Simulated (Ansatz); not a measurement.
Subject: the formation energy of Ru_Cu in Cu (fcc, Fm-3m). Reaction: Ru (hcp) + 63 Cu (fcc) → cell A.

Cell A: a supercell of 64 sites of Cu (fcc, Fm-3m) with Ru on a Cu site (12 Cu at 2.59 Å); spin state with PBE: run without spin, k-point mesh 5×5×5.
```yaml
crystal:
  lattice:
    - [10.26676, 0.00000, 0.00000]
    - [5.13338, 8.89128, 0.00000]
    - [5.13338, 2.96376, 8.38278]
  atoms:
    - { symbol: Cu, position: [0.00000, 0.00000, 0.00000] }
    - { symbol: Cu, position: [0.00000, 0.00000, 0.24990] }
    - { symbol: Cu, position: [0.00000, 0.00000, 0.50000] }
    - { symbol: Cu, position: [0.00000, 0.00000, 0.75010] }
    - { symbol: Cu, position: [0.00000, 0.24990, 0.00000] }
    - { symbol: Cu, position: [0.00053, 0.24972, 0.24972] }
    - { symbol: Cu, position: [0.00053, 0.24972, 0.50004] }
    - { symbol: Cu, position: [0.00000, 0.24990, 0.75010] }
    - { symbol: Cu, position: [0.00000, 0.50000, 0.00000] }
    - { symbol: Cu, position: [0.00053, 0.50004, 0.24972] }
    - { symbol: Cu, position: [0.00000, 0.50000, 0.50000] }
    - { symbol: Cu, position: [0.99947, 0.49996, 0.75028] }
    - { symbol: Cu, position: [0.00000, 0.75010, 0.00000] }
    - { symbol: Cu, position: [0.00000, 0.75010, 0.24990] }
    - { symbol: Cu, position: [0.99947, 0.75028, 0.49996] }
    - { symbol: Cu, position: [0.99947, 0.75028, 0.75028] }
    - { symbol: Cu, position: [0.24990, 0.00000, 0.00000] }
    - { symbol: Cu, position: [0.24972, 0.00053, 0.24972] }
    - { symbol: Cu, position: [0.24972, 0.00053, 0.50004] }
    - { symbol: Cu, position: [0.24990, 0.00000, 0.75010] }
    - { symbol: Cu, position: [0.24972, 0.24972, 0.00053] }
    - { symbol: Cu, position: [0.25000, 0.25000, 0.25000] }
    - { symbol: Cu, position: [0.24972, 0.24972, 0.50004] }
    - { symbol: Cu, position: [0.24984, 0.24984, 0.75016] }
    - { symbol: Cu, position: [0.24972, 0.50004, 0.00053] }
    - { symbol: Cu, position: [0.24972, 0.50004, 0.24972] }
    - { symbol: Cu, position: [0.24811, 0.50000, 0.50000] }
    - { symbol: Cu, position: [0.24811, 0.50000, 0.75189] }
    - { symbol: Cu, position: [0.24990, 0.75010, 0.00000] }
    - { symbol: Cu, position: [0.24984, 0.75016, 0.24984] }
    - { symbol: Cu, position: [0.24811, 0.75189, 0.50000] }
    - { symbol: Cu, position: [0.24984, 0.75016, 0.75016] }
    - { symbol: Cu, position: [0.50000, 0.00000, 0.00000] }
    - { symbol: Cu, position: [0.50004, 0.00053, 0.24972] }
    - { symbol: Cu, position: [0.50000, 0.00000, 0.50000] }
    - { symbol: Cu, position: [0.49996, 0.99947, 0.75028] }
    - { symbol: Cu, position: [0.50004, 0.24972, 0.00053] }
    - { symbol: Cu, position: [0.50004, 0.24972, 0.24972] }
    - { symbol: Cu, position: [0.50000, 0.24811, 0.50000] }
    - { symbol: Cu, position: [0.50000, 0.24811, 0.75189] }
    - { symbol: Cu, position: [0.50000, 0.50000, 0.00000] }
    - { symbol: Cu, position: [0.50000, 0.50000, 0.24811] }
    - { symbol: Ru, position: [0.50000, 0.50000, 0.50000] }
    - { symbol: Cu, position: [0.50000, 0.50000, 0.75189] }
    - { symbol: Cu, position: [0.49996, 0.75028, 0.99947] }
    - { symbol: Cu, position: [0.50000, 0.75189, 0.24811] }
    - { symbol: Cu, position: [0.50000, 0.75189, 0.50000] }
    - { symbol: Cu, position: [0.49996, 0.75028, 0.75028] }
    - { symbol: Cu, position: [0.75010, 0.00000, 0.00000] }
    - { symbol: Cu, position: [0.75010, 0.00000, 0.24990] }
    - { symbol: Cu, position: [0.75028, 0.99947, 0.49996] }
    - { symbol: Cu, position: [0.75028, 0.99947, 0.75028] }
    - { symbol: Cu, position: [0.75010, 0.24990, 0.00000] }
    - { symbol: Cu, position: [0.75016, 0.24984, 0.24984] }
    - { symbol: Cu, position: [0.75189, 0.24811, 0.50000] }
    - { symbol: Cu, position: [0.75016, 0.24984, 0.75016] }
    - { symbol: Cu, position: [0.75028, 0.49996, 0.99947] }
    - { symbol: Cu, position: [0.75189, 0.50000, 0.24811] }
    - { symbol: Cu, position: [0.75189, 0.50000, 0.50000] }
    - { symbol: Cu, position: [0.75028, 0.49996, 0.75028] }
    - { symbol: Cu, position: [0.75028, 0.75028, 0.99947] }
    - { symbol: Cu, position: [0.75016, 0.75016, 0.24984] }
    - { symbol: Cu, position: [0.75028, 0.75028, 0.49996] }
    - { symbol: Cu, position: [0.75000, 0.75000, 0.75000] }
```

Reference: Ru (hcp, P6₃/mmc), 2 atoms in the cell; spin state with PBE: run without spin, k-point mesh 30×30×14 on the run's own vectors. Conventional cell: a = 2.722 Å, b = 2.722 Å, c = 4.294 Å, α = 90.00°, β = 90.00°, γ = 120.00°.

Reference: Cu (fcc, Fm-3m), 64 atoms in the cell, the relaxed perfect crystal repeated, atoms not moved again; spin state with PBE: run without spin, k-point mesh 5×5×5 on the run's own vectors.

Computed with Ansatz (plane waves, PAW), its default PAW set, cutoff 420 eV. The structures are at rest with PBE, within the held lattices. Neutral cells; Fermi-Dirac smearing of at most 0.10 eV in the solids, energies taken to zero width. Larger cells are relaxed from a start prepared with the learned potential CHGNet, on a coarser mesh till forces fall under 0.03 eV/Å, which some starts already meet. A dispersion term (D3(BJ), or D4 for r2SCAN) was computed beside these levels and is taken off wherever the name lacks it. Space groups of crystals are read within 0.01 Å. No zero-point or thermal terms. No structure search was made; lower ones may exist. No correction for cell size. Mesh and cell size may move defect energies by 0.1 eV or more. Cell A has symmetry Fm-3m within 0.02 Å and got no random move, so less symmetric positions, which may lie lower, weren't tried.

Problem. What is the computed value (PBE)?

Solution. 1.06 eV, for Ru (hcp) + 63 Cu (fcc) → cell A.

Ansatz is a first-principles code.
